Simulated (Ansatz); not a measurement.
SnSe₂ in the rutile structure (space group P4_2/mnm, No. 136; a hypothetical phase, not in the database extracts checked)

```cif
data_Se4Sn2
_chemical_formula_sum 'Sn2 Se4'
_space_group_name_H-M_alt 'P 1'
_space_group_IT_number 1
_cell_length_a 6.48271
_cell_length_b 6.48271
_cell_length_c 3.97141
_cell_angle_alpha 90.000
_cell_angle_beta 90.000
_cell_angle_gamma 90.000
loop_
_space_group_symop_operation_xyz
  'x, y, z'
loop_
_atom_site_label
_atom_site_type_symbol
_atom_site_fract_x
_atom_site_fract_y
_atom_site_fract_z
_atom_site_occupancy
Sn1 Sn 0.00000 0.00000 0.00000 1
Sn2 Sn 0.50000 0.50000 0.50000 1
Se1 Se 0.30694 0.30694 0.00000 1
Se2 Se 0.80694 0.19306 0.50000 1
Se3 Se 0.19306 0.80694 0.50000 1
Se4 Se 0.69306 0.69306 0.00000 1
```

Method: Kohn–Sham DFT with the r2SCAN functional, run in Ansatz (a first-principles code) with PAW and 500 eV plane waves, without spin-orbit coupling, earlier PAW set. Settings: 7×7×12 k-points, 0.05 eV Fermi–Dirac smearing.

```json
{
 "volume_per_atom": "27.82 Å³",
 "density": "5.50 g/cm³",
 "band_gap": "zero",
 "total_energy": "-5665.211 eV/atom (σ→0; compares only within this code and set-up)"
}
```

Stability against distortions was not tested. All final runs are without spin polarisation. A zero or small gap of SnSe2 can be the functional's error rather than a property of the material.
